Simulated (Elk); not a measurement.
Band structure of Sr2NbN2O2 (I4/mmm, 7 atoms in the cell).

```yaml
crystal:
  lattice:
    - [-2.03153, 2.03153, 6.50352]
    - [2.03153, -2.03153, 6.50352]
    - [2.03153, 2.03153, -6.50352]
  atoms:
    - { symbol: Sr, position: [0.35168, 0.35168, 0.00000] }
    - { symbol: Sr, position: [0.64832, 0.64832, 0.00000] }
    - { symbol: Nb, position: [0.00000, 0.00000, 0.00000] }
    - { symbol: N, position: [0.50000, 0.00000, 0.50000] }
    - { symbol: N, position: [0.00000, 0.50000, 0.50000] }
    - { symbol: O, position: [0.16237, 0.16237, 0.00000] }
    - { symbol: O, position: [0.83763, 0.83763, 0.00000] }
```

Method: PBEsol, all-electron FP-LAPW, Elk's shipped species files, default APW+lo basis (Elk).

Settings: xctype = 22; rgkmax = 7; stype = 0; swidth = 0.00734986 Ha; ngridk = 7 7 7; rmtscf = 0.81.

The starting cell comes from a database of computed structures (which also holds hypothetical and non-ambient phases and stackings), without a prior relaxation at this level. Spin polarisation is off. Values depend on the basis (sphere radii, cutoffs, local orbitals), which need not be converged.

Levels in eV from the Fermi level, bands 24 to 31:
| point | 24 | 25 | 26 | 27 | 28 | 29 | 30 | 31 |
|---|---|---|---|---|---|---|---|---|
| Γ | -0.97 | -0.97 | -0.51 | 0.50 | 0.50 | 1.04 | 2.10 | 2.10 |
| X | -1.54 | -1.31 | -0.99 | -0.17 | 0.95 | 4.79 | 4.98 | 5.22 |
| Y | -1.57 | -1.34 | -0.96 | -0.17 | 0.88 | 4.64 | 4.92 | 5.13 |
| S | -1.92 | -1.29 | -0.65 | -0.34 | -0.06 | 2.56 | 4.36 | 4.47 |
| Z | -1.38 | -1.32 | -0.92 | 0.53 | 0.53 | 1.05 | 2.56 | 2.56 |
| S1 | -1.92 | -1.29 | -0.65 | -0.34 | -0.06 | 2.56 | 4.36 | 4.47 |
| N | -1.85 | -1.28 | -0.55 | -0.38 | -0.06 | 2.53 | 4.36 | 4.54 |
| P | -1.64 | -1.49 | -0.49 | -0.49 | 0.95 | 4.82 | 4.82 | 5.26 |
| Y1 | -1.57 | -1.34 | -0.96 | -0.17 | 0.88 | 4.64 | 4.92 | 5.13 |

Bands cross the Fermi level along this path, so the cell is metallic at this level.
